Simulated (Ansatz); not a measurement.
The reference is ZnSe in the zinc blende structure (space group F-43m, No. 216).

```xyz
2
Lattice="0.0000 2.8327 2.8327 2.8327 0.0000 2.8327 2.8327 2.8327 0.0000" Properties=species:S:1:pos:R:3 pbc="T T T"
Se     4.2491     4.2491     4.2491
Zn     0.0000     0.0000     0.0000
```

Cartesian axes are those of the cell as printed.

The values are results of r2SCAN (Ansatz, a quantum-chemistry and plane-wave program), without spin-orbit coupling, not measurements.

Before the change:

| Quantity | Result |
|---|---|
| Pressure | 0.00 GPa |
| Valley order | Γ 1.87 eV; L along ⟨111⟩ 3.05 eV; X along ⟨100⟩ 3.34 eV |
| Shortest interatomic distance | 2.453 Å |

One thing is altered: uniaxial strain ε_zz = −4.05 %, all other strain components held at zero, atoms relaxed at fixed cell.

Problem. What does the calculation give for the pressure, valley order, energy relative to the base and shortest interatomic distance after the change?

Solution. The pressure (mean of the normal stresses, compression positive) goes from zero to 2.91 GPa; the valley order (the lowest conduction-band minima on the path, energy above the VBM, named in the base's zone) becomes Γ 1.94 eV; L along [1-11] 3.01 eV; X along [001] 3.01 eV; X along [100] 3.22 eV (base: Γ 1.87 eV; L along ⟨111⟩ 3.05 eV; X along ⟨100⟩ 3.34 eV); the energy grows by 11 meV/atom; the shortest interatomic distance falls by 0.0327 Å to 2.421 Å.

The levels and masses belong to the bands next to the band gap. Whether these cells are dynamically stable was not tested.
